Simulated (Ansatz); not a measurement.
Structures of equal composition on the (111) surface of fcc Rh: a pseudomorphic layer of Au in the host's stacking; a pseudomorphic layer of Au in the other hollow. The slabs share one bottom face, and each structure is named by its start. These are constructed structures in small cells; real faces may alloy, dewet or reconstruct in larger ones, and not all known structures of the face are among them. Slabs of about 11 Å, Fermi-Dirac smearing of 0.1 eV. Bottom of the slabs: a bare face, its two planes held. Relaxed from the named starts with such symmetry as they have, on meshes of like density; energies extrapolated to zero smearing; spin only where a row says so; no spin-orbit coupling, no U. Brackets mark spin-polarised runs, whose order is one that fits the cell.

The numbers are results of PBE (plane waves to 420 eV, PAW; Ansatz, an electronic-structure program), not measurements.

Q: Put the candidates in order of energy per 1x1 cell, lowest first, for PBE.

A: a pseudomorphic layer of Au in the host's stacking (0.000 eV), a pseudomorphic layer of Au in the other hollow (0.024 eV)
